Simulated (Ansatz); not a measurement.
A self-consistent single point of ScB (I4_1md, 4 atoms in the cell) with Ansatz (a program for electronic structure).

Method of the run: LDA (PW92), default PAW files made with PBE (plane waves; Ansatz).

```xyz
4
Lattice="-1.5505 1.5505 5.2491 1.5505 -1.5505 5.2491 1.5505 1.5505 -5.2491" Properties=species:S:1:pos:R:3 pbc="T T T"
Sc     0.0000     0.0000     7.8737
Sc     0.0000     1.5505     0.0000
B      0.0000     0.0000     1.7427
B      0.0000     1.5505     4.3673
```

Reference input (self-consistent single point, DFT, LDA (PW92), plane waves, default PAW files made with PBE): kpoints.mp_grid.grid = 8 8 8; hamiltonian.xc = lda; hamiltonian.pseudopotentials = {kind: paw} (the program's default PAW files); scf.occupations.method = methfessel_paxton; scf.occupations.width = 0.05 eV. This run's input differs from it in these lines:

Ansatz 0.2 input:
```diff
@@ -12,3 +12,3 @@
   mp_grid:
-    grid: [8, 8, 8]
+    grid: [7, 7, 7]
 hamiltonian:
@@ -20,3 +20,3 @@
     method: methfessel_paxton
-    width: 0.05
+    width: 0.1
 output:
```

The program printed (abridged):

```
SCF iter   1: F=—  HF=-4475.316531 eV  |F-HF|=—  |Δ(HF+E_count)|=         —  Δρ=7.00e-3  dr2=3.09e-2  ethr=1.77e-3  ⟨swp⟩=4.0  Hψ=2754  notcnv=0
all-band conjugate gradients solve this SCF's bands
preconditioner: auto → Kerker (q_TF=auto, 2.473 Å⁻¹)
SCF iter   2: F=—  HF=-4475.311779 eV  |F-HF|=—  |Δ(HF+E_count)|=   4.75e-3  S|Δr|=    0.00e0  Δρ=3.88e-3  dr2=9.01e-3  ethr=1.10e-4  ⟨swp⟩=1.0  Hψ=1040  notcnv=0
SCF iter   3: F=—  HF=-4475.309983 eV  |F-HF|=—  |Δ(HF+E_count)|=   1.80e-3  S|Δr|=    0.00e0  Δρ=4.79e-4  dr2=1.07e-4  ethr=3.22e-5  ⟨swp⟩=2.0  Hψ=904  notcnv=0
SCF iter   4: F=—  HF=-4475.309970 eV  |F-HF|=—  |Δ(HF+E_count)|=   1.29e-5  S|Δr|=    0.00e0  Δρ=1.03e-4  dr2=4.58e-6  ethr=3.84e-7  ⟨swp⟩=2.1  Hψ=949  notcnv=0
SCF iter   5: F=—  HF=-4475.309973 eV  |F-HF|=—  |Δ(HF+E_count)|=   2.38e-6  S|Δr|=    0.00e0  Δρ=2.29e-5  dr2=2.22e-7  ethr=1.64e-8  ⟨swp⟩=2.5  Hψ=1003  notcnv=0
SCF iter   6: F=-4475.309973 eV  HF=-4475.309973 eV  |F-HF|=1.58e-10  |Δ(HF+E_count)|=   1.77e-8  S|Δr|=    0.00e0  Δρ=3.29e-6  dr2=3.23e-9  ethr=3.57e-10  ⟨swp⟩=3.4  Hψ=2058  notcnv=0
SCF 1 converged in 6 iterations: F = -4475.309973 eV  dr2 = 3.23e-9
Stability not checked (fill_not_monotonic)
Free energy (F): -4475.309973 eV
Internal energy: -4475.308494 eV  (E = F + TS)
E sigma→0 (E₀):  -4475.309603 eV
Entropy (-TS):   -0.001479 eV (-0.370 meV/atom)
Fermi energy:    11.564288 eV
--- Forces (eV/Å), atoms counted from 1 ---
  atom   1  Sc    -0.00000000     0.00000000    -0.70119728
  atom   2  Sc     0.00000000    -0.00000000    -0.70119728
  atom   3  B      0.00000000     0.00000000     0.70119336
  atom   4  B      0.00000000     0.00000000     0.70119336
--- Stress (GPa, compression-positive) ---
       20.840026       0.000000       0.000000
        0.000000      20.840026       0.000000
        0.000000      -0.000000      17.056004
  P = ⅓ Tr σ = 19.5787 GPa (195.787 kbar)
  The stress holds the Pulay correction. Without it, at fixed plane waves, as pw.x and ABINIT print it: P = 19.4943 GPa
```

The run converged in 6 iterations. Against the reference run the free energy stays essentially unchanged (within 1 meV/atom), the pressure goes from 19.40 to 19.58 GPa and the largest force goes from 0.755 to 0.701 eV/Å.

The starting cell was generated: these elements placed on a structure prototype, without a prior relaxation; it need not be a known phase or ordering of this composition. With a pressure of about 20 GPa the cell is away from its equilibrium volume at this level. Ansatz's pressure includes its estimate of the finite-basis (Pulay) stress.
